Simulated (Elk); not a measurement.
Band structure of MgCd3 (Imm2, 4 atoms in the cell).

```yaml
crystal:
  lattice:
    - [-1.59338, 5.08691, 2.65903]
    - [1.59338, -5.08691, 2.65903]
    - [1.59338, 5.08691, -2.65903]
  atoms:
    - { symbol: Mg, position: [0.66564, 0.66564, 0.00000] }
    - { symbol: Cd, position: [0.16875, 0.66875, 0.50000] }
    - { symbol: Cd, position: [0.74811, 0.99947, 0.74864] }
    - { symbol: Cd, position: [0.25083, 0.99947, 0.25136] }
```

Computed with Elk with PBEsol, all-electron FP-LAPW, Elk's shipped species files, APW+lo basis with extra local orbitals.

Settings: xctype = 22; rgkmax = 8; swidth = 0.00183747 Ha; ngridk = 7 7 7; gmaxvr = 16 1/bohr; nxlo = 2; lorbcnd = true; lmaxi = 2; maxscl = 100.

The starting cell comes from a database of computed structures (which also holds hypothetical and non-ambient phases and stackings), without a prior relaxation at this level. Its lattice was rescaled by a random factor within 2.5 % of one. Values depend on the basis (sphere radii, cutoffs, local orbitals), which need not be converged.

Levels in eV from the Fermi level, bands 29 to 36:
```csv
point,29,30,31,32,33,34,35,36
Γ,-8.22,-2.32,-1.64,-1.55,-1.30,-0.39,0.43,7.75
X,-3.65,-3.42,-3.13,0.59,1.13,2.68,2.90,3.64
L,-2.91,-2.90,-2.58,-2.22,0.57,0.87,2.93,3.07
T,-2.90,-2.69,-1.79,-1.65,-0.82,-0.13,2.76,2.92
W,-2.72,-2.44,-2.34,-2.15,0.48,0.55,1.05,1.68
R,-3.85,-3.83,-0.77,-0.51,1.35,2.05,2.20,2.56
X1,-3.65,-3.42,-3.13,0.59,1.13,2.68,2.90,3.64
Z,-7.11,-6.71,-2.55,-2.25,3.12,3.13,4.29,5.15
Y,-6.33,-6.29,-5.53,0.42,0.52,2.61,6.21,6.90
S,-6.81,-6.49,-3.22,-3.15,2.80,3.33,4.81,5.54
```

Bands cross the Fermi level along this path, so the cell is metallic at this level.
